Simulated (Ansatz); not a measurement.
Partial pair distribution functions of a relaxed model of amorphous Ti$_{20}$O$_{41}$Ag$_{2}$, broadened by 0.06 Å; density 3.81 g/cm³. Calculation: PBE, scalar-relativistic without spin-orbit coupling (plane waves to 420 eV, PAW; Ansatz, a quantum-chemistry and plane-wave program).

It comes from a melt-quench run on a machine-learned potential (CHGNet), relaxed afterwards by DFT. O atoms were pushed apart under 1.9 Å during the dynamics, to hinder bonds among them. The hot cell started wider than the set density and was brought back towards it in steps. It is the lowest in DFT energy of 2 quenches. It is a model cell: composition and starting density were chosen by hand, and all elements were melted together. No dispersion term was used. Its density started from a set value of 3.87 and ended at 3.81 g/cm³. The quench (nominally 300 K/ps over its main leg) was far faster than any real one, so the model tends to hold more defects than a real film. One small periodic cell is one sample of the glass; other quenches scatter about these values. Volume and shape were free in the relaxation. On a 2×2×2 Γ-centred mesh force components of up to 0.18 eV/Å stay, since the relaxation ran on the zone centre alone.

| r (Å) | g Ti-O | g O-Ag | g Ti-Ti | g O-O |
|---|---|---|---|---|
| 1.55 | 0.01 | 0.00 | 0.00 | 0.00 |
| 1.65 | 0.30 | 0.00 | 0.00 | 0.00 |
| 1.75 | 2.23 | 0.00 | 0.00 | 0.00 |
| 1.85 | 6.34 | 0.00 | 0.00 | 0.00 |
| 1.95 | 6.72 | 0.00 | 0.00 | 0.00 |
| 2.05 | 4.01 | 0.03 | 0.00 | 0.00 |
| 2.15 | 1.79 | 0.98 | 0.00 | 0.00 |
| 2.25 | 0.39 | 2.02 | 0.00 | 0.01 |
| 2.35 | 0.11 | 1.24 | 0.00 | 0.27 |
| 2.45 | 0.15 | 1.84 | 0.00 | 1.47 |
| 2.55 | 0.04 | 2.62 | 0.00 | 1.96 |
| 2.65 | 0.07 | 1.56 | 0.00 | 2.21 |
| 2.75 | 0.04 | 0.17 | 0.03 | 2.38 |
| 2.85 | 0.10 | 0.66 | 0.47 | 2.60 |
| 2.95 | 0.37 | 1.76 | 1.20 | 2.51 |
| 3.05 | 0.47 | 1.31 | 1.65 | 1.85 |
| 3.15 | 0.33 | 0.98 | 2.15 | 1.15 |
| 3.25 | 0.39 | 1.38 | 2.27 | 0.73 |
| 3.35 | 0.39 | 0.86 | 2.52 | 0.65 |
| 3.45 | 0.57 | 0.65 | 2.66 | 0.77 |
| 3.55 | 0.94 | 0.28 | 2.57 | 0.55 |
| 3.65 | 1.14 | 0.74 | 1.63 | 0.49 |
| 3.75 | 1.13 | 1.56 | 2.01 | 0.90 |
| 3.85 | 1.32 | 0.78 | 1.03 | 1.12 |
| 3.95 | 1.61 | 1.72 | 0.51 | 0.76 |
| 4.05 | 1.30 | 1.20 | 0.24 | 0.69 |
| 4.15 | 0.91 | 0.78 | 0.27 | 0.38 |
| 4.25 | 1.27 | 0.97 | 0.46 | 0.55 |
| 4.35 | 1.79 | 0.18 | 0.49 | 0.61 |
| 4.45 | 1.36 | 0.66 | 0.37 | 0.64 |
| 4.55 | 1.36 | 0.88 | 0.31 | 0.86 |

Within 2.52 Å each Ti has 5.40 O neighbours on average.
